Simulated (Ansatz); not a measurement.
The parent structure is Zn₃In₂O₆ (space group R3m, No. 160; a cell from a computed database, its experimental status unchecked).

```
Zn3In2O6
1.0
    1.70451     0.98410    13.88389
   -1.70451     0.98410    13.88389
    0.00000    -1.96820    13.88389
Zn In O
3 2 6
Direct
  0.26229   0.26229   0.26229
  0.73849   0.73849   0.73849
  0.13116   0.13116   0.13116
  0.00045   0.00045   0.00045
  0.86313   0.86313   0.86313
  0.91526   0.91526   0.91526
  0.08387   0.08387   0.08387
  0.19472   0.19472   0.19472
  0.81021   0.81021   0.81021
  0.30872   0.30872   0.30872
  0.69134   0.69134   0.69134
```

Cartesian axes are those of the cell as printed.

Calculations: PBEsol (Ansatz, a quantum-chemistry and plane-wave program; PAW; 420 eV plane waves; without spin-orbit coupling).

Strains are applied to the cell and any free atomic positions relax; under biaxial strain the out-of-plane vector relaxes too; under stress the whole cell relaxes.

One change was made to it. Results:

```json
[
 {"quantity": "shortest interatomic distance", "base": "1.934 Å", "after": "1.934 Å"},
 {"quantity": "energy relative to the base (free energy F)", "base": "0 meV/atom", "after": "+0.6 meV/atom"}
]
```

Q: Which change produced these results?
A) biaxial strain +4.70 %, plane normal [001], relaxed out of plane
B) uniaxial stress, 8 GPa tension along z
C) uniaxial stress, 5 GPa tension along z
D) tensor shear ε_yz = −0.92 %

A: D, tensor shear ε_yz = −0.92 %. For comparison, the energy relative to the base in the other runs: uniaxial stress, 8 GPa tension along z gives +15 meV/atom; biaxial strain +4.70 %, plane normal [001], relaxed out of plane gives +42 meV/atom; uniaxial stress, 5 GPa tension along z gives +6.0 meV/atom.

Stability under load was not tested beyond the relaxation.
